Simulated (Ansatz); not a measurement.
Take TaAs (space group I4_1md, No. 109) as the base.

```
CELL_PARAMETERS angstrom
     -1.72075     1.72075     5.85681
      1.72075    -1.72075     5.85681
      1.72075     1.72075    -5.85681
ATOMIC_POSITIONS crystal
  Ta 0.99928 0.99928 0.00000
  Ta 0.74928 0.24928 0.50000
  As 0.41672 0.41672 0.00000
  As 0.16672 0.66672 0.50000
```

All numbers come from Kohn–Sham DFT with the r2SCAN functional, run in Ansatz (an electronic-structure program) with PAW and 500 eV plane waves, no spin-orbit coupling, earlier PAW set.

Before the change:

The c/a ratio comes out as 3.404 and the lattice parameter a is 3.442 Å.

Modification: every As is replaced by N, then cell and atoms are relaxed.

What does the calculation give for the c/a ratio and lattice parameter a after the change?

The c/a ratio goes up by 0.125 (3.404 → 3.529); the lattice parameter a decreases by 0.540 Å (3.442 Å → 2.902 Å).

No phonon test of stability was made. As relaxed here, TaN is a hypothetical phase, not in the database extracts checked. The final runs are not spin-polarised.
